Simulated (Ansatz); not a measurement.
```
CELL_PARAMETERS angstrom
      3.45211     0.00000     0.00000
      0.00000     3.45211     0.00000
      0.00000     0.00000     5.62077
ATOMIC_POSITIONS crystal
  Be 0.50000 0.50000 0.50000
  Be 0.00000 0.00000 0.50000
  S  0.50000 0.00000 0.72002
  S  0.00000 0.50000 0.27998
```

No spin polarisation.

Hole doping at 5.0×10^21 cm⁻³ (0.335 per cell), with a uniform compensating background at fixed cell and a 300 K Fermi–Dirac width.

The values are results of PBEsol, PAW, 420 eV (Ansatz, a quantum-chemistry and plane-wave program; scalar-relativistic without spin-orbit coupling), not measurements. Γ-centred 17×17×11 mesh, Fermi–Dirac width 0.0259 eV.

Q: Predict the gap between the host's bands.

A: 3.52 eV.

Q: Estimate the gap character.

A: Direct at Γ.

Carriers are added with a uniform compensating background; total energy and stress of such cells depend on the potential's zero and are not compared; many-body gap narrowing is missing at this level. Stability against distortions was not tested. The cell was made from BeS (space group P4/nmm, No. 129; a hypothetical phase, not in the database extracts checked; layered, stacked along the Cartesian z axis) by this change: holes 5.0×10^21 cm⁻³. No dispersion term is included in the PBEsol runs.
